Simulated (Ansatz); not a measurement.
Take MgS in the rock salt structure (space group Fm-3m, No. 225; a = 5.203 Å) as the base. Axes: x, y, z lie along the cube axes.

Method: Ansatz (an electronic-structure program) r2SCAN, no spin-orbit coupling.

One thing is altered: a pure shear with ε_xy = ε_yx = 0.0292, atoms relaxed at fixed cell.

Task: Predict the stress tensor and what it implies for the stiffness.

Result: Stress of the strained cell less that of the base (GPa, compression positive):
```
   0.18   -3.54    0.00
  -3.54    0.18    0.00
   0.00    0.00   -0.14
```

Then −Δσ/γ with γ = 2ε = 0.0584 gives secant stiffness values (nonlinear terms included at this strain): C66 ≈ 61 GPa.

As a check, the harmonic strain energy −½ V₀ Δσ:ε is 11 meV/atom; the computed energy rise is 11 meV/atom.

No phonon test of stability was made.
